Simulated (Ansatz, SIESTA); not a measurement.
# Code comparison for LiPd7 (P1, 8 atoms in the cell)

Self-consistent single point, at a second geometry (atoms moved at random). First geometry:

```yaml
crystal:
  lattice:
    - [0.00000, 3.88572, 3.88572]
    - [3.88572, 0.00000, 3.88572]
    - [3.88572, 3.88572, 0.00000]
  atoms:
    - { symbol: Li, position: [0.00000, 0.00000, 0.00000] }
    - { symbol: Pd, position: [0.50000, 0.50000, 0.50000], spin: 1.0 }
    - { symbol: Pd, position: [0.00000, 0.00000, 0.50000], spin: 1.0 }
    - { symbol: Pd, position: [0.50000, 0.50000, 0.00000], spin: 1.0 }
    - { symbol: Pd, position: [0.50000, 0.00000, 0.00000], spin: 1.0 }
    - { symbol: Pd, position: [0.00000, 0.50000, 0.50000], spin: 1.0 }
    - { symbol: Pd, position: [0.00000, 0.50000, 0.00000], spin: 1.0 }
    - { symbol: Pd, position: [0.50000, 0.00000, 0.50000], spin: 1.0 }
```
(The spins are starting values, not results.)

Second geometry:
```
CELL_PARAMETERS angstrom
      0.00000     3.88572     3.88572
      3.88572     0.00000     3.88572
      3.88572     3.88572     0.00000
ATOMIC_POSITIONS crystal
  Li 0.98980 0.00491 0.99030
  Pd 0.49077 0.49897 0.50059
  Pd 0.98513 0.98776 0.51446
  Pd 0.50804 0.50517 0.99698
  Pd 0.50954 0.99674 0.99866
  Pd 0.00363 0.51428 0.49851
  Pd 0.00398 0.49676 0.00412
  Pd 0.50912 0.99541 0.49637
```
Moments meant for the start (each program seeds them in its own way; μB, in the order of the atoms Li Pd Pd Pd Pd Pd Pd Pd): 0.0 1.0 1.0 1.0 1.0 1.0 1.0 1.0.

Shared settings, as Ansatz (a program for electronic structure) writes them: kpoints.mp_grid.grid = 5 5 5; scf.occupations.method = fermi_dirac; scf.occupations.width = 0.136 eV. Potentials and cutoffs stand in the table.

```json
[
 {"code": "SIESTA", "model": "GGA PBEsol, numerical atomic orbitals DZP, PseudoDojo PBEsol standard norm-conserving potentials (rewritten from UPF to PSML)", "ΔF from the first geometry (meV/atom)": "28.3", "pressure (GPa)": "-2.11", "largest force (eV/Å)": "1.753", "cutoff": "grid 300 Ry"},
 {"code": "Ansatz", "model": "PBEsol, PAW files made with PBE", "ΔF from the first geometry (meV/atom)": "24.5", "pressure (GPa)": "-3.47", "largest force (eV/Å)": "1.510", "cutoff": "420 eV"}
]
```

Size of the force on each atom (eV/Å): Sizes of forces hide their directions.

```tsv
code	Li1	Pd2	Pd3	Pd4	Pd5	Pd6	Pd7	Pd8
SIESTA	0.295	0.938	1.753	0.559	0.820	1.519	0.610	0.954
Ansatz	0.280	0.808	1.510	0.493	0.707	1.299	0.474	0.810
```

On Ansatz's run: the starting moments vanished: the run ended non-magnetic. The program warned that a starting moment was not kept.

The spread over the programs that give each value: ΔF from the first geometry within 3.8 meV/atom; pressure within 1.36 GPa; largest force within 0.243 eV/Å.

SIESTA uses small atom-centred bases, whose incompleteness enters pressures, forces and empty levels differently from a plane-wave cutoff. Ansatz's pressure is given at a fixed set of plane waves, as the other plane-wave codes print theirs; with its correction for the finite basis it is -3.44 GPa.

The starting cell comes from a database of computed structures (which also holds hypothetical and non-ambient phases and stackings), without a prior relaxation at this level. For this run, on top of that: atoms moved at random.

Keys are those of Ansatz 0.2.
